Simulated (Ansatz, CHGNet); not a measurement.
# How the enthalpy of formation of L1₂ (Cu3Au-type) Pt3Ti moves with the method

No measured value is used here.

| level (code) | value (eV/atom) |
|---|---|
| CHGNet-r²SCAN (CHGNet) | -0.930 |
| LDA (Ansatz) | -0.897 |
| PBE (Ansatz) | -0.855 |
| PBEsol (Ansatz) | -0.881 |
| PBE-D4 (Ansatz) | -0.855 |
| r²SCAN (Ansatz) | -0.918 |
| PBE0 (Ansatz) | -1.039 |

Density-functional levels without +SOC have no spin–orbit coupling, which shifts binding energies of heavy elements. PBE0: the run has no spin polarisation, so it can have missed a magnetic state. Each level is taken at its own relaxed cell. Ansatz's density-functional and Hartree–Fock values are scalar-relativistic unless marked +SOC, with PAW data made under PBE.

Machine-learned potentials (CHGNet-r²SCAN) are trained on DFT data, which may include these solids.

Ansatz is a program for electronic structure.
